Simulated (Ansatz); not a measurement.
The parent structure is PbS in the rock salt structure (space group Fm-3m, No. 225).

Space group Fm-3m (No. 225); a = b = c = 5.975 Å, α = β = γ = 90.00°

| atom | site | symmetry | x | y | z |
|---|---|---|---|---|---|
| S | 4a | m-3m | 0.0000 | 0.0000 | 0.0000 |
| Pb | 4b | m-3m | 0.5000 | 0.5000 | 0.5000 |
(The calculation used a cell of 2 atoms; values per cell refer to that cell.)

Calculations: Ansatz (a program for electronic structure), r2SCAN, PAW, cutoff 500 eV, no spin-orbit coupling, earlier PAW set.

For the base:

| Property | Value |
|---|---|
| Band gap | 0.70 eV |
| Pressure | 0.00 GPa |

Perturbation: every lattice vector is stretched by 0.76 %, atoms relaxed at fixed cell.

Q: What happens to the band gap?

A: The band gap rises by 0.08 eV to 0.78 eV.

Q: How does this affect the energy relative to the base?

A: The energy goes up by 2.4 meV/atom.

Q: What does the calculation give for the pressure after the change?

A: The pressure goes from zero to -1.25 GPa.

With Pb present, leaving out spin-orbit coupling can change the band edges. The cells carry an imposed strain or load. Whether these cells are dynamically stable was not tested.
